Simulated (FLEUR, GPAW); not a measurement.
A FLEUR input for a self-consistent single point of CsCd4As3 (P4/mmm, 8 atoms in the cell) (DFT, LDA (Perdew-Zunger), all-electron FLAPW (FLEUR), scalar-relativistic valence):

Input of the input generator:

```
CsCd4As3
&input film=f /
8.4117511266 0.0000000000 0.0000000000
0.0000000000 8.4117511266 0.0000000000
0.0000000000 0.0000000000 20.2748356863
1.0
1.0 1.0 1.0

8
55 0.0000000000 0.0000000000 0.5000000000
48 0.5000000000 0.0000000000 0.8388000000
48 0.5000000000 0.0000000000 0.1612000000
48 0.0000000000 0.5000000000 0.8388000000
48 0.0000000000 0.5000000000 0.1612000000
33 0.5000000000 0.5000000000 0.7031100000
33 0.5000000000 0.5000000000 0.2968900000
33 0.0000000000 0.0000000000 0.0000000000

&comp jspins=1 /
&exco xctyp='pz' /
&kpt div1=3 div2=3 div3=2 gamma=t /
&end /
```

```xml
<?xml version="1.0" encoding="UTF-8" standalone="no"?>
<fleurInput fleurInputVersion="0.39">
   <comment>
      CsCd4As3                                                                                            
   </comment>
   <calculationSetup>
      <cutoffs Kmax="4.2" Gmax="12.6" GmaxXC="12.6" numbands="0"/>
      <scfLoop itmax="80" minDistance="0.00001" maxIterBroyd="25" imix="Anderson" alpha="0.05" precondParam="0.0" spinf="2.0"/>
      <coreElectrons ctail="T" frcor="F" kcrel="0" coretail_lmax="0"/>
      <xcFunctional name="pz" relativisticCorrections="F"/>
      <magnetism jspins="1"/>
      <soc l_soc="F" theta="0.0" phi="0.0" spav="F"/>
      <expertModes spex="0" secvar="F"/>
      <geometryOptimization l_f="T" forcealpha="1.0" forcemix="BFGS" epsdisp="0.00001" epsforce="0.00001"/>
      <ldaU l_linMix="F" mixParam="0.05" spinf="1.0"/>
   </calculationSetup>
   <cell>
      <bzIntegration valenceElectrons="126.0" mode="hist" fermiSmearingEnergy="0.00073499">
         <kPointListSelection listName="default-1"/>
         <!-- k-points included here -->
         <xi:include xmlns:xi="http://www.w3.org/2001/XInclude" href="kpts.xml"> </xi:include>
      </bzIntegration>
      <!-- symmetry operations included here -->
      <xi:include xmlns:xi="http://www.w3.org/2001/XInclude" href="sym.xml"> </xi:include>
      <bulkLattice scale="1.0">
         <bravaisMatrix>
            <row-1>    8.4117511266000005     0.0000000000000000     0.0000000000000000</row-1>
            <row-2>    0.0000000000000000     8.4117511266000005     0.0000000000000000</row-2>
            <row-3>    0.0000000000000000     0.0000000000000000    20.2748356863000012</row-3>
         </bravaisMatrix>
      </bulkLattice>
   </cell>
   <atomSpecies>
      <species name="Cesium (Cs)" element="Cs" atomicNumber="55">
         <mtSphere radius="2.68" gridPoints="925" logIncrement="0.014"/>
         <atomicCutoffs lmax="10" lnonsphr="8"/>
         <electronConfig flipSpins="F">
            <coreConfig>(1s1/2) (2s1/2) (2p1/2) (2p3/2) (3s1/2) (3p1/2) (3p3/2) (4s1/2) (3d3/2) (3d5/2) (4p1/2) (4p3/2) (4d3/2) (4d5/2)</coreConfig>
            <valenceConfig>(5s1/2) (5p1/2) (5p3/2) (6s1/2)</valenceConfig>
            <stateOccupation state="(6s1/2)" spinUp="0.5" spinDown="0.5"/>
         </electronConfig>
         <energyParameters s="6" p="6" d="5" f="4"/>
         <lo type="SCLO" l="0" n="5" eDeriv="0"/>
         <lo type="SCLO" l="1" n="5" eDeriv="0"/>
      </species>
      <species name="Cadmium (Cd)" element="Cd" atomicNumber="48">
         <mtSphere radius="2.40" gridPoints="827" logIncrement="0.016"/>
         <atomicCutoffs lmax="10" lnonsphr="8"/>
         <electronConfig flipSpins="F">
            <coreConfig>(1s1/2) (2s1/2) (2p1/2) (2p3/2) (3s1/2) (3p1/2) (3p3/2) (4s1/2) (3d3/2) (3d5/2)</coreConfig>
            <valenceConfig>(4p1/2) (4p3/2) (5s1/2) (4d3/2) (4d5/2)</valenceConfig>
         </electronConfig>
         <energyParameters s="5" p="5" d="4" f="4"/>
         <lo type="SCLO" l="1" n="4" eDeriv="0"/>
         <lo type="HELO" l="2" n="5" eDeriv="0"/>
      </species>
      <species name="Arsenic (As)" element="As" atomicNumber="33">
         <mtSphere radius="2.40" gridPoints="827" logIncrement="0.015"/>
         <atomicCutoffs lmax="10" lnonsphr="8"/>
         <electronConfig flipSpins="F">
            <coreConfig>(1s1/2) (2s1/2) (2p1/2) (2p3/2) (3s1/2) (3p1/2) (3p3/2)</coreConfig>
            <valenceConfig>(4s1/2) (3d3/2) (3d5/2) (4p1/2) (4p3/2)</valenceConfig>
            <stateOccupation state="(4p1/2)" spinUp="0.5" spinDown="0.5"/>
            <stateOccupation state="(4p3/2)" spinUp="1.0" spinDown="1.0"/>
         </electronConfig>
         <energyParameters s="4" p="4" d="3" f="4"/>
         <lo type="HELO" l="2" n="4" eDeriv="0"/>
      </species>
   </atomSpecies>
   <atomGroups>
      <atomGroup species="Cesium (Cs)">
         <relPos label="                   1">.0000000000 .0000000000 1.000/2.000</relPos>
         <force calculate="T" relaxXYZ="TTT"/>
      </atomGroup>
      <atomGroup species="Cadmium (Cd)">
         <relPos label="                   2">1.000/2.000 .0000000000 -.1612000000</relPos>
         <relPos label="                   3">1.000/2.000 .0000000000 .1612000000</relPos>
         <relPos label="                   4">.0000000000 1.000/2.000 -.1612000000</relPos>
         <relPos label="                   5">.0000000000 1.000/2.000 .1612000000</relPos>
         <force calculate="T" relaxXYZ="TTT"/>
      </atomGroup>
      <atomGroup species="Arsenic (As)">
         <relPos label="                   6">1.000/2.000 1.000/2.000 -.2968900000</relPos>
         <relPos label="                   7">1.000/2.000 1.000/2.000 .2968900000</relPos>
         <force calculate="T" relaxXYZ="TTT"/>
      </atomGroup>
      <atomGroup species="Arsenic (As)">
         <relPos label="                   8">.0000000000 .0000000000 .0000000000</relPos>
         <force calculate="T" relaxXYZ="TTT"/>
      </atomGroup>
   </atomGroups>
   <output dos="F" band="F" slice="F">
      <checks vchk="F" cdinf="F"/>
      <bandDOS minEnergy="-.5*Htr" maxEnergy="0.5*Htr" sigma="0.015" storeEVData="T"/>
      <vacuumDOS vacdos="F" integ="F" star="F" nstars="0" locx1="0.0" locy1="0.0" locx2="0.0" locy2="0.0" nstm="0" tworkf="0.0"/>
      <unfoldingBand unfoldBand="F" supercellX="1" supercellY="1" supercellZ="1"/>
      <plotting iplot="0" polar="F">
         <plot TwoD="T" vec1="  1.0  0.0  0.0" vec2="  0.0  1.0  0.0" vec3="  0.0  0.0  1.0" zero="  0.0  0.0  0.0" file="plot"/>
      </plotting>
      <chargeDensitySlicing numkpt="0" minEigenval="0.0" maxEigenval="0.0" nnne="0" pallst="F"/>
      <specialOutput eonly="F"/>
      <magneticCircularDichroism mcd="F" energyLo="-10.0" energyUp="0.0"/>
   </output>
  <!-- We include the file relax.xml here to enable relaxations (see documentation) -->
  <xi:include xmlns:xi="http://www.w3.org/2001/XInclude" href="relax.xml"> <xi:fallback/> </xi:include>
</fleurInput>
```

Write the same calculation as an input for GPAW.

This is the input that was run; spellings and numerical settings could be chosen otherwise.

```python
from ase import Atoms
from ase.units import GPa
from gpaw import GPAW

atoms = Atoms(['Cs', 'Cd', 'Cd', 'Cd', 'Cd', 'As', 'As', 'As'],
              cell=[[4.451307, 0.000000, 0.000000],
                    [0.000000, 4.451307, 0.000000],
                    [0.000000, 0.000000, 10.728981]],
              positions=[[0.000000, 0.000000, 5.364490],
                         [2.225653, 0.000000, 8.999469],
                         [2.225653, 0.000000, 1.729512],
                         [0.000000, 2.225653, 8.999469],
                         [0.000000, 2.225653, 1.729512],
                         [2.225653, 2.225653, 7.543654],
                         [2.225653, 2.225653, 3.185327],
                         [0.000000, 0.000000, 0.000000]],
              pbc=True)

calc = GPAW(mode={'name': 'pw', 'ecut': 550},
            xc='LDA',
            kpts={'size': (3, 3, 2), 'gamma': True},
            occupations={'name': 'fermi-dirac', 'width': 0.02},
            nbands=-6,
            convergence={'bands': -4},
            symmetry={'symmorphic': False, 'tolerance': 0.0005},
            maxiter=150,
            txt='-')

atoms.calc = calc

energy = atoms.get_potential_energy()
print('Energy (eV):', round(energy, 6))
forces = atoms.get_forces()
print('Forces (eV/Ang):')
print(forces.round(5))
stress = atoms.get_stress()
print('Stress (GPa, Voigt):', (stress / GPa).round(4))
```

Basis, cutoffs, solver keys and any potentials are the target program's own. This input uses DFT LDA (Perdew-Wang 92), plane waves, GPAW PAW datasets LDA (gpaw-data 1.0.1). LDA parametrisations can differ slightly between programs.

The starting cell comes from a database of computed structures (which also holds hypothetical and non-ambient phases and stackings), without a prior relaxation at this level. For this run, on top of that: lattice scaled by 0.98.
